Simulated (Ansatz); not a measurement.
An Ansatz (a program for electronic structure) run: Ti with a change (tensor shear ε_yz = −1.83 %); r2SCAN in Ansatz (plane waves to 500 eV, PAW, scalar-relativistic without spin-orbit coupling).

Input:

Ansatz 0.2 input:
```yaml
crystal:
  lattice:
    - [2.935878349, 0, 0]
    - [-1.4679391745, 2.5425452327, -0.0465285778]
    - [0, -0.0848491009, 4.6365628923]
  atoms:
    - { symbol: Ti, position: [0.3333333333, 0.6666666667, 0.75] }
    - { symbol: Ti, position: [0.6666666667, 0.3333333333, 0.25] }
basis: { ecutwfc: 500, ecutrho_ratio: 4, xc_grid: 4, fft_grid_basis: typed }
kpoints: { mp_grid: { grid: [18, 18, 10] } }
hamiltonian:
  xc: r2scan
  dispersion: none
  pseudopotentials: { kind: paw }
scf: { occupations: { method: fermi_dirac, width: 0.05 }, convergence: { dr2_threshold: 0.0000000002 } }
relax: { f_tol: 0.005, max_steps: 50 }
output: { forces: true, stress: true }
checkpoint: { write: state.ck, write_every: 1000 }
```

Output (explanatory and most iteration lines left out):

```
Relaxation: its limit of steps is 50 (relax.max_steps)
Pseudopotential: Ti, paw, valence charge 12
Crystal: 2 atoms, lattice volume = 34.599 Å³
Basis set: ecut = 500 eV, 893 PW (Γ), exchange–correlation on 96×96×144 points (64 copies of the dense FFT grid, shifted against one another)
Bands: 16, of which v1, the nominal top of the filled ones, is band 12 counted from 1 (11 counted from 0)
Symmetry: 4 space group operations
Space group: C2/m (ITA 12), of the structure as read, at distance tolerance 3.3e-5 Å
k-points: 866 of 3240
Functional: x = r2scan, c = r2scan; τ floored in thin density (d = 2e-4 eV/Å³)
SCF iter   1: F=—  HF=-5008.694425 eV  |F-HF|=—  |Δ(HF+E_count)|=         —  Δρ=1.66e-2  dr2=8.44e-2  dr2_τ=1.58e-2  ethr=1.77e-3  ⟨swp⟩=4.1  Hψ=57877  notcnv=0
SCF iter   2: F=—  HF=-5008.738572 eV  |F-HF|=—  |Δ(HF+E_count)|=   4.41e-2  Δρ=5.89e-3  dr2=1.03e-2  dr2_τ=8.00e-4  ethr=3.52e-4  ⟨swp⟩=2.9  Hψ=32910  notcnv=0
SCF 1 converged in 8 iterations: F = -5008.739521 eV  dr2 = 1.44e-10
relax step   1: F+E_penalty+E_count = -5008.73952063 eV  Δ(F+E_penalty+E_count) = +0.000e0 eV  max|allowed force component| = 1.396e-3 eV/Å  Δτ_max = 0.0000 Å  (8 SCF iters, accepted)
Crystal: 2 atoms, lattice volume = 34.599 Å³
SCF iter   1: F=—  HF=-5008.739521 eV  |F-HF|=—  |Δ(HF+E_count)|=         —  Δρ=6.44e-7  dr2=1.44e-10  dr2_τ=5.72e-12  ethr=1.00e-12  ⟨swp⟩=1.6  Hψ=86426  notcnv=0
SCF iter   2: F=-5008.739521 eV  HF=-5008.739521 eV  |F-HF|=9.09e-12  |Δ(HF+E_count)|=  3.64e-12  Δρ=2.59e-7  dr2=2.75e-11  dr2_τ=2.29e-12  ethr=1.00e-12  ⟨swp⟩=4.0  Hψ=40724  notcnv=0
SCF 2 converged in 2 iterations: F = -5008.739521 eV  dr2 = 2.75e-11
SCF converged after 2 iterations
Free energy (F): -5008.739521 eV
Internal energy: -5008.724835 eV  (E = F + TS)
E sigma→0 (E₀):  -5008.732178 eV
Entropy (-TS):   -0.014686 eV (-7.343 meV/atom)
Fermi energy:    13.476728 eV
--- Forces (eV/Å), atoms counted from 1 ---
  atom   1  Ti     0.00000000    -0.00139482    -0.00088113
  atom   2  Ti     0.00000000     0.00139482     0.00088113
--- Stress (GPa, compression-positive) ---
       -0.045189       0.000000       0.000000
        0.000000       0.080619       1.839202
        0.000000       1.839202       0.025572
  P = ⅓ Tr σ = 0.0203 GPa (0.203 kbar)
--- Relaxed structure (1 steps of the walk, 1 accepted, 0 SCFs on fresh bases) ---
  atoms:
    - { symbol: Ti, position: [0.33333333334999987, 0.6666666666999999, 0.75] }
    - { symbol: Ti, position: [0.6666666666499999, 0.33333333329999987, 0.24999999999999997] }
```

Without a gap, meshes like the base's 18×18×10 leave anisotropic stresses uncertain by several tenths of a GPa, and small strain energies with them. The cells carry an imposed strain or load. Whether these cells are dynamically stable was not tested. All final runs are without spin polarisation. The cell was made from Ti in the hcp (Mg type) structure (space group P6_3/mmc, No. 194) by this change: tensor shear ε_yz = −1.83 %.
